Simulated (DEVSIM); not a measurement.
Structure: Ni/SiO2/n-Si capacitor, at 300 K.

```tsv
layer (left to right)	material	thickness (nm)	Nd (cm⁻³)
1	SiO2	1.80	-
2	Si	10000	3.2e14
```

Metal gate on the left, work function 5.1 eV. Fixed charge at the semiconductor interface 1e11 cm⁻² (in units of +e); interface traps 6.1e10 cm⁻² eV⁻¹, uniform in energy, neutral level at 0.7 of the gap above the valence band.

The device is made up for the run: typed textbook-type constants, with dimensions and the other settings drawn at random. Values at 300 K.

| parameter | SiO2 | Si |
|---|---|---|
| gap (eV) | 9 | 1.124 |
| affinity (eV) | 0.9 | 4.05 |
| permittivity | 3.9 | 11.7 |
| Nc (cm⁻³) | - | 2.86e19 |
| Nv (cm⁻³) | - | 3.1e19 |

DEVSIM, 1D Poisson equation in equilibrium, Boltzmann statistics, complete ionisation; no quantum confinement or tunnelling. Metal contacts follow the ideal Schottky-Mott rule: no Fermi-level pinning, no interface dipoles.

### Question
Tabulate band edges, carrier densities and field at 0.4 V on the gate.

### Answer
Energies count from the Fermi level of the right contact; mesh points crowd at the junctions.

```
x (μm)     Ec (eV)  Ev (eV)  n (cm⁻³)  p (cm⁻³)  field (V/cm)
---------  -------  -------  --------  --------  ------------
0.000        3.800   -5.200     < 1e2     < 1e2        -72000
0.0008432    3.794   -5.206     < 1e2     < 1e2        -72000
0.001609     3.788   -5.212     < 1e2     < 1e2        -72000
0.002849     0.637   -0.487     5.8e8    2.0e11         -5600
0.007175     0.634   -0.490     6.3e8    1.8e11         -5600
0.01538      0.630   -0.494     7.6e8    1.5e11         -5500
0.03278      0.620   -0.504     1.1e9    1.1e11         -5400
0.09573      0.587   -0.537     4.0e9    2.9e10         -5100
0.2151       0.529   -0.595    3.7e10     3.1e9         -4500
0.4683       0.430   -0.694    1.7e12     6.8e7         -3300
1.056        0.316   -0.808    1.4e14    820000          -810
3.122        0.295   -0.829    3.2e14    360000           ≈ 0
6.439        0.295   -0.829    3.2e14    360000           ≈ 0
8.369        0.295   -0.829    3.2e14    360000           ≈ 0
9.450        0.295   -0.829    3.2e14    360000           ≈ 0
9.758        0.295   -0.829    3.2e14    360000           ≈ 0
9.891        0.295   -0.829    3.2e14    360000           ≈ 0
9.953        0.295   -0.829    3.2e14    360000           ≈ 0
9.986        0.295   -0.829    3.2e14    360000           ≈ 0
9.995        0.295   -0.829    3.2e14    360000           ≈ 0
9.999        0.295   -0.829    3.2e14    360000           ≈ 0
10.00        0.295   -0.829    3.2e14    360000           ≈ 0
```
